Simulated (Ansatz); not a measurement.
The starting structures come from a database of crystals and need not be the phases stable at ambient conditions.

Inside the gap of an insulator the Bloch states are evanescent, with a wavenumber k + iκ along the transport direction.

```
NbBr5
1.0
    7.08321     0.00674    -0.01177
   -3.13367     9.10549    -0.00909
    2.87530     1.10620     5.73157
Nb Br
2 10
Direct
  0.77809   0.27686   0.10702
  0.22191   0.72314   0.89298
  0.61651   0.35238   0.87593
  0.38349   0.64762   0.12407
  0.81294   0.54540   0.24707
  0.18706   0.45460   0.75293
  0.58557   0.83400   0.54414
  0.41443   0.16600   0.45586
  0.00455   0.74767   0.68985
  0.99545   0.25233   0.31015
  0.18581   0.93772   0.07636
  0.81419   0.06228   0.92364
```

Space group of this cell: P-1. The cell was relaxed by PBE-D3(BJ); by PBEsol its mean pressure is -0.8 GPa.

Transport runs along the normal of the first two printed cell vectors.

No gap correction and no spin-orbit coupling; mid-gap values are interpolated between computed energies.

State the band gap and the smallest decay constant κ at mid-gap according to Ansatz (a quantum-chemistry and plane-wave program) with PBEsol.

Gap 1.51 eV on a 6×4×6 mesh; κ = 0.253 1/Å, at the zone centre.
